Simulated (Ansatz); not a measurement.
Abridged Ansatz (a first-principles code) output:

```
Relaxation: its limit of steps is 50 (relax.max_steps)
Pseudopotential: Pb, paw, valence charge 14
Pseudopotential: F, paw, valence charge 7
Crystal: 3 atoms, lattice volume = 51.695 Å³
Basis set: ecut = 420 eV, 965 PW (Γ), exchange–correlation on 60×60×60 points (8 copies of the dense FFT grid, shifted against one another)
Bands: 18, of which v1, the nominal top of the filled ones, is band 14 counted from 1 (13 counted from 0)
Symmetry: 16 space group operations
k-points: 102 of 1000
Functional: x = pbesol(κ = 0.804, μ = 0.12345679012345678), c = pbesol(β = 0.046)
SCF iter   1: F=—  HF=-13357.256881 eV  |F-HF|=—  |Δ(HF+E_count)|=         —  Δρ=1.46e-2  dr2=7.56e-2  ethr=1.77e-3  ⟨swp⟩=6.0  Hψ=9432  notcnv=0
SCF iter   2: F=—  HF=-13357.245000 eV  |F-HF|=—  |Δ(HF+E_count)|=   1.19e-2  Δρ=9.81e-3  dr2=3.15e-2  ethr=2.70e-4  ⟨swp⟩=2.4  Hψ=4548  notcnv=0
SCF 1 converged in 6 iterations: F = -13357.236164 eV  dr2 = 6.33e-8
relax step   1: F+E_penalty+E_count = -13357.23616420 eV  Δ(F+E_penalty+E_count) = +0.000e0 eV  max|allowed force component| = 1.388e-17 eV/Å  Δτ_max = 0.0000 Å  P = -0.571 GPa  Ω = 51.695 Å³  fix = [a, b, gamma]  reactions: a -0.706, b -0.706 GPa  (6 SCF iters, dr2 threshold 1.00e-7 eV, accepted)
[... steps on the carried basis left out ...]
relax step   5: F+E_penalty+E_count = -13357.23632946 eV  Δ(F+E_penalty+E_count) = -4.060e-5 eV  max|allowed force component| = 1.388e-17 eV/Å  Δτ_max = 0.0000 Å  P = -0.370 GPa  Ω = 51.555 Å³  energy of the carried Pulay correction = +3.943e-5 eV  fix = [a, b, gamma]  reactions: a -0.555, b -0.555 GPa  (4 SCF iters, dr2 threshold 2.15e-9 eV, accepted)
Crystal: 3 atoms, lattice volume = 51.555 Å³
SCF iter   1: F=—  HF=-13357.236305 eV  |F-HF|=—  |Δ(HF+E_count)|=         —  Δρ=3.08e-6  dr2=2.89e-9  ethr=3.26e-8  ⟨swp⟩=3.1  Hψ=14809  notcnv=0
SCF iter   2: F=—  HF=-13357.236295 eV  |F-HF|=—  |Δ(HF+E_count)|=   1.07e-5  Δρ=2.04e-6  dr2=1.37e-9  ethr=1.03e-11  ⟨swp⟩=2.7  Hψ=3373  notcnv=0
SCF 6 converged in 6 iterations: F = -13357.236295 eV  dr2 = 4.91e-14
SCF converged after 6 iterations
Free energy (F): -13357.236295 eV
Internal energy: -13357.236295 eV  (E = F + TS)
E sigma→0 (E₀):  -13357.236295 eV
Fermi energy:    7.266722 eV
--- Forces (eV/Å), atoms counted from 1 ---
  atom   1  Pb     0.00000000    -0.00000000     0.00000000
  atom   2  F      0.00000000     0.00000000     0.00000000
  atom   3  F      0.00000000     0.00000000    -0.00000000
--- Stress (GPa, compression-positive) ---
       -0.555001       0.000000       0.000000
        0.000000      -0.555001       0.000000
        0.000000       0.000000      -0.002752
  P = ⅓ Tr σ = -0.3709 GPa (-3.709 kbar)
--- Relaxed structure (4 steps of the walk, 4 accepted, 2 SCFs on fresh bases) ---
  cell:  # Å, volume = 51.5547 Å³
    - [4.19184873, 0.0, 0.0]
    - [0.0, 4.19184873, 0.0]
    - [2.095924365, -2.095924365, 2.9339780100810056]
  atoms:
    - { symbol: Pb, position: [1.8687033841449901e-35, -1.7969148790747107e-35, -3.545970754768749e-35] }
    - { symbol: F, position: [0.75, 0.75, 0.4999999999999999] }
    - { symbol: F, position: [0.25000000000000006, 0.24999999999999994, 0.4999999999999999] }
```

Q: What was computed, and what are the main results?

A: PbF2, 3 atoms in the cell, with PBEsol/PAW in Ansatz, without spin-orbit coupling. The last SCF converged to F = -13357.236295 eV, or -4452.4121 eV per atom, at a pressure of -0.37 GPa. The total energy compares only with runs of the same code, potentials and settings.

With Pb present, leaving out spin-orbit coupling can change the band edges. The cells carry an imposed strain or load. Stability against distortions was not tested. The cell was made from PbF$_{2}$ in the fluorite structure (space group Fm-3m, No. 225) by this change: biaxial strain +0.50 %, plane normal [001], relaxed out of plane.

Keys are those of Ansatz 0.2.
